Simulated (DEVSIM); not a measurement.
Device: InP/In0.53Ga0.47As n-p heterojunction, at 350 K.

Layer 1 from the left is InP, thickness (μm) 0.200, Nd (cm⁻³) 7.1e16, τn (s) 3.9e-10, τp (s) 3.9e-10. Layer 2 from the left is In0.53Ga0.47As, thickness (μm) 0.180, Na (cm⁻³) 7.9e17, τn (s) 3.9e-10, τp (s) 3.9e-10.

Left contact: ohmic. Right contact: ohmic. Voltage is applied to the left contact. Recombination: SRH at mid-gap. Mobility is μmin + (μ − μmin)/(1 + (N/Nref)^α).

This is a model device: material constants are rounded textbook-type values typed into the input, and sizes, dopings and lifetimes were drawn at random. Values at 300 K; Nc and Nv go as T^1.5, mobilities as T to minus their exponent, the gap by Varshni's rule with the affinity fixed.

InP: gap (eV) 1.344, affinity (eV) 4.38, permittivity 12.5, Nc (cm⁻³) 5.7e17, Nv (cm⁻³) 1.1e19, μn (cm²/Vs) 5200, μp (cm²/Vs) 170, μn,min 400, μp,min 10, Nref,n 3e17, Nref,p 4.9e17, αn 0.47, αp 0.62, T exponent of μn 2, T exponent of μp 2, Varshni α (eV/K) 0.000363, Varshni β (K) 162. In0.53Ga0.47As: gap (eV) 0.74, affinity (eV) 4.51, permittivity 13.9, Nc (cm⁻³) 2.1e17, Nv (cm⁻³) 7.7e18, μn (cm²/Vs) 12000, μp (cm²/Vs) 300, μn,min 300, μp,min 10, Nref,n 1.3e17, Nref,p 4.9e17, αn 0.48, αp 0.4, T exponent of μn 1.6, T exponent of μp 1.6, Varshni α (eV/K) 0.00035, Varshni β (K) 190.

Simulated with DEVSIM: 1D drift-diffusion, Boltzmann statistics, complete ionisation; no tunnelling, impact ionisation, image-force lowering or self-heating. Band offsets follow the typed affinities; no thermionic-emission limit at abrupt steps, no polarisation charge.

Question: What does the simulation give for the largest field in the device at zero bias, the dark forward voltage at 1 A/cm², the dark forward voltage at 100 A/cm²?

Answer: largest field in the device at zero bias 110000 V/cm; dark forward voltage at 1 A/cm² 0.281 V; dark forward voltage at 100 A/cm² 0.424 V.
